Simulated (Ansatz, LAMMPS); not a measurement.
# Dilute random carbon in silicon, 4x4x4 cubic cells

Cell 21.71 × 21.71 × 21.71 Å, Si503C9, 512 atoms. Prepared with Erhart-Albe potential (SiC_Erhart-Albe.tersoff) run with LAMMPS: minimisation. 

Method: PBE, support functions at accuracy medium on the grid of 420 eV (PAW; Ansatz, a program for electronic structure).

Basis: localised support functions (accuracy medium) on a full density matrix. k-points: zone centre alone; occupations: Fermi-Dirac, 0.020 eV; spin polarisation not allowed. No spin-orbit coupling.

```yaml
energy over the perfect crystal(s), per atom: 23 meV/atom
Kohn-Sham gap of the cell on its k-mesh: 0.58 eV
coordination (neighbours within 2.821 Å): 100.0 % 4-fold
C-Si bonds, mean ± spread: 2.017 ± 0.026 Å
Si-Si bonds, mean ± spread: 2.365 ± 0.019 Å
bond angles, mean ± spread: 109.4° ± 2.6°
pressure: 0.13 GPa
cost_of_the_final_run: around 40 core-minutes (rough), 13 SCF iterations, 12 GiB
```
